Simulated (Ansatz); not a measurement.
## Effect of biaxial strain +2.50 %, plane normal [111], relaxed out of plane on Au

Take Au in the fcc (Cu type) structure (space group Fm-3m, No. 225; a = 4.125 Å; relaxed with 0.1 eV smearing) as the base. Axes: x, y, z lie along the cube axes.

Now apply this change: tensile biaxial strain of 2.50 % in the plane normal to [111], as in epitaxy on a mismatched substrate; the out-of-plane cell vector and the atoms relax.

Calculations: Ansatz (a first-principles code) r2SCAN, no SOC. k-mesh 27×27×27 (Γ-centred); smearing 0.1 eV (Fermi–Dirac).

| quantity | base | changed | shift |
|---|---|---|---|
| volume per atom | 17.54 Å³ | 17.78 Å³ | +0.24 Å³ |
| space group | Fm-3m (No. 225) | R-3m (No. 166) | – |
| shortest interatomic distance | 2.916 Å | 2.873 Å | -0.043 Å |
| energy relative to the base (free energy F) | 0 meV/atom | +6.0 meV/atom | +6.0 meV/atom |
| pressure (mean of the normal stresses, compression positive) | 0.0 GPa | -1.5 GPa | -1.5 GPa |
| band gap | zero | zero | – |
| out-of-plane strain | – | -3.52 % | – |
| ratio −ε⊥/ε∥ | – | 1.41 | – |

Final structure (turned so that z lies along the plane normal):

```
Au
1.0
    2.98939     0.00000     0.00000
    1.49469     2.58889     0.00000
    1.49469    -0.86296     2.29740
Au
1
Cartesian
  0.00000   0.00000   0.00000
```

Stability against distortions was not tested.
